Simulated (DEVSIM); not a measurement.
Structure: Schottky contact on n-type β-Ga2O3, at 250 K.

```csv
layer (left to right),material,thickness (μm),Nd (cm⁻³),τn (s),τp (s)
1,β-Ga2O3,9.90,1.4e17,2e-8,2e-8
```

Left contact: Schottky, work function 4.98 eV, emission velocity 7.8e6 cm/s. Right contact: ohmic. Voltage is applied to the left contact. Recombination: SRH at mid-gap, Auger. Mobility is μmin + (μ − μmin)/(1 + (N/Nref)^α).

This is a model device: material constants are rounded textbook-type values typed into the input, and sizes, dopings and lifetimes were drawn at random. Values at 300 K; Nc and Nv go as T^1.5, mobilities as T to minus their exponent, the gap by Varshni's rule with the affinity fixed.

```csv
parameter,β-Ga2O3
gap (eV),4.8
affinity (eV),4
permittivity,10
Nc (cm⁻³),3.7e18
Nv (cm⁻³),5e20
μn (cm²/Vs),160
μp (cm²/Vs),1
"μn,min",20
"μp,min",0.1
"Nref,n",1e18
"Nref,p",1e18
αn,0.8
αp,0.8
T exponent of μn,1.8
T exponent of μp,1.5
Cn (cm⁶/s),1e-31
Cp (cm⁶/s),1e-31
Varshni α (eV/K),0.0004
Varshni β (K),600
```

DEVSIM, 1D drift-diffusion, Boltzmann statistics, complete ionisation; no tunnelling, impact ionisation, image-force lowering or self-heating. Metal contacts follow the ideal Schottky-Mott rule: no Fermi-level pinning, no interface dipoles.

The metal work function was swept, all else fixed.

```tsv
metal work function (eV)	largest field in the device at zero bias (V/cm)	dark forward voltage at 1 A/cm² (V)	potential step across the device at zero bias (V)	dark forward voltage at 100 A/cm² (V)
4.83	190000	0.513	0.765	0.640
4.88	200000	0.563	0.815	0.690
4.93	210000	0.613	0.865	0.740
4.98	210000	0.663	0.915	0.790
5.03	220000	0.713	0.965	0.840
5.08	220000	0.763	1.015	0.890
5.13	230000	0.813	1.065	0.940
5.18	230000	0.863	1.115	0.990
```

From the first row to the last the largest field in the device at zero bias goes from 190000 to 230000. From the first row to the last the dark forward voltage at 1 A/cm² goes from 0.513 to 0.863.
